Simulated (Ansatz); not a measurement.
Element substitutions in TiSi2

The reference is TiSi2 (space group Fddd, No. 70).

```yaml
crystal:
  lattice:
    - [0.00000, 4.09011, 4.24993]
    - [2.38008, 0.00000, 4.24993]
    - [2.38008, 4.09011, 0.00000]
  atoms:
    - { symbol: Si, position: [0.66372, 0.33628, 0.66372] }
    - { symbol: Si, position: [0.33628, 0.66372, 0.33628] }
    - { symbol: Si, position: [0.58628, 0.91372, 0.58628] }
    - { symbol: Si, position: [0.91372, 0.58628, 0.91372] }
    - { symbol: Ti, position: [0.00000, 0.00000, 0.00000] }
    - { symbol: Ti, position: [0.25000, 0.25000, 0.25000] }
```

Each row replaces one element on all its sites; cell and atoms are relaxed.

Levels (all Ansatz, an electronic-structure program, PAW): PBEsol (420 eV, spin-orbit coupling left out); r2SCAN (500 eV, no SOC).

Pressures by level, all at the geometries relaxed with PBEsol:

```tsv
case	PBEsol	r2SCAN
base	0.0 GPa	1.8 GPa
Si → Be	0.0 GPa	2.4 GPa
Si → Pt	0.0 GPa	4.2 GPa
```

Single points use the geometry relaxed with PBEsol. Their cutoffs differ, which shifts pressures a little. Stability against distortions was not tested. As relaxed here, TiBe2 and TiPt2 are hypothetical phases, not in the database extracts checked. The final runs are not spin-polarised. TiBe2 has a high density of states at the Fermi level and may be magnetic at this level.
